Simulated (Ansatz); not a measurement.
CaZrN2 (model structure, started from the MgZrN2 type, I4₁/amd, No. 141, 8 atoms in the cell) was calculated with r²SCAN in Ansatz (PAW).

The input as run:

Ansatz 0.2 input:
```yaml
crystal:
  lattice:
    - [-2.3265525792, 2.3265525792, 4.750535745]
    - [2.3265525792, -2.3265525792, 4.750535745]
    - [2.3265525792, 2.3265525792, -4.750535745]
  atoms:
    - { symbol: Ca, position: [0.5, 0.5, 0.0] }
    - { symbol: Ca, position: [0.25, 0.75, 0.5] }
    - { symbol: Zr, position: [0.75, 0.25, 0.5] }
    - { symbol: Zr, position: [0.0, 0.0, 0.0] }
    - { symbol: N, position: [0.5186662389, 0.0186662389, 0.5] }
    - { symbol: N, position: [0.7686662389, 0.7686662389, 0.0] }
    - { symbol: N, position: [0.2313337611, 0.2313337611, 0.0] }
    - { symbol: N, position: [0.9813337611, 0.4813337611, 0.5] }
basis:
  ecutwfc: 560
  ecutrho_ratio: 4
  xc_grid: 3
kpoints:
  mp_grid: { grid: [16, 16, 16] }
hamiltonian:
  xc: r2scan
  dispersion: none
  pseudopotentials: { kind: paw }
scf:
  occupations: { method: fermi_dirac, width: 0.05 }
  convergence: { dr2_threshold: 0.0000000008 }
output:
  forces: true
  stress: true
  eigenvalues: true
```

Output (set-up and result lines):

```
Crystal: 8 atoms, lattice volume = 102.856 Å³
Basis set: ecut = 560 eV, 3051 PW (Γ), exchange–correlation on 135×135×135 points (27 copies of the dense FFT grid, shifted against one another)
Bands: 40, of which v1, the nominal top of the filled ones, is band 32 counted from 1 (31 counted from 0)
Symmetry: 16 space group operations
Space group: I41/amd (ITA 141), of the structure as read, at distance tolerance 4.7e-5 Å
k-points: 349 of 4096
Functional: x = r2scan, c = r2scan; τ floored in thin density (d = 2e-4 eV/Å³)
SCF iter   1: F=—  HF=-13585.814507 eV  |F-HF|=—  |Δ(HF+E_count)|=         —  Δρ=1.36e-2  dr2=2.90e-1  dr2_τ=4.36e-1
SCF iter   2: F=—  HF=-13586.053437 eV  |F-HF|=—  |Δ(HF+E_count)|=   2.39e-1  Δρ=6.35e-3  dr2=1.79e-2  dr2_τ=1.06e-2
  ...
SCF iter   8: F=—  HF=-13586.053952 eV  |F-HF|=—  |Δ(HF+E_count)|=   1.73e-7  Δρ=8.10e-6  dr2=9.15e-8  dr2_τ=2.01e-9
SCF iter   9: F=-13586.053952 eV  HF=-13586.053952 eV  |F-HF|=3.06e-10  |Δ(HF+E_count)|=   1.54e-8  Δρ=6.11e-7  dr2=4.81e-10  dr2_τ=2.17e-11
SCF 1 converged in 9 iterations: F = -13586.053952 eV  dr2 = 4.81e-10
SCF converged after 9 iterations
Free energy (F): -13586.053952 eV
Internal energy: -13586.053884 eV  (E = F + TS)
E sigma→0 (E₀):  -13586.053918 eV
Fermi energy:    12.345724 eV
--- Forces (eV/Å), atoms counted from 1 ---
  atom   1  Ca     0.00000000     0.00000000     0.00000000
  atom   2  Ca    -0.00000000    -0.00000000    -0.00000000
  atom   3  Zr     0.00000000     0.00000000     0.00000000
  atom   4  Zr    -0.00000000    -0.00000000    -0.00000000
  atom   5  N      0.00000000    -0.00000000     0.03352225
  atom   6  N      0.00000000    -0.00000000     0.03352225
  atom   7  N     -0.00000000    -0.00000000    -0.03352225
  atom   8  N     -0.00000000     0.00000000    -0.03352225
--- Stress (GPa, compression-positive) ---
        4.408996      -0.000000      -0.000000
       -0.000000       4.408996       0.000000
       -0.000000       0.000000       3.706825
  P = ⅓ Tr σ = 4.1749 GPa (41.749 kbar)
```

The PAW data were made under PBE.

Note: the relaxation could raise the start's symmetry but not lower it, so the cell can be a saddle point. Note: cell and atoms aren't relaxed at this level (largest force component 0.03 eV/Å, pressure 4.2 GPa).

Computing time: very roughly 5 core-minutes.

A model structure was made by putting elements into a prototype or built by hand; it is no filed structure, need not be a known phase, and can be a saddle point held by its symmetry.

Ansatz is an electronic-structure program.
